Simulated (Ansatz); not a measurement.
Polymorphs of MoIr, PBEsol, DFPT electron-phonon coupling, linearised Boltzmann equation in Ansatz (a quantum-chemistry and plane-wave program); geometry: relaxed with this functional, without spin-orbit coupling.
- Pmma, primitive cell of 4: a = 4.4157 Å, b = 2.7439 Å, c = 4.7920 Å, α = β = γ = 90.00°
- P-6m2, primitive cell of 2: a = 2.753 Å, b = 2.753 Å, c = 4.429 Å, α = 90.00°, β = 90.00°, γ = 120.00°

| Space group | volume per atom (Å³) | resistivity at 300 K | mean free path at 300 K | electron-phonon coupling λ | logarithmic mean phonon energy |
|---|---|---|---|---|---|
| Pmma | 14.5 | 10.0 μΩ·cm | … | 0.47 | 21 meV |
| P-6m2 | 14.5 | 9.9 μΩ·cm | 6.7 nm | … | 19.6 meV |

Fill in the missing entries.


- Pmma, mean free path at 300 K: 7.9 nm
- P-6m2, electron-phonon coupling λ: 0.47

Metals; harmonic phonons alone scatter; means over directions. The mean free path is weighted by the current that each state carries. Halving the electron mesh moves these values by up to 4 %; q meshes are mostly untested. Some of the runs warned that the eigensolver left states short of its tolerance. Spin-orbit coupling is left out.

Formula and space group known from diffraction (Crystallography Open Database), not checked to be the room-temperature form: MoIr (Pmma). Computed structure with no diffraction record at hand here (it may be known, metastable or hypothetical): MoIr (P-6m2). The missing spin-orbit coupling matters most for MoIr (P-6m2), MoIr (Pmma).
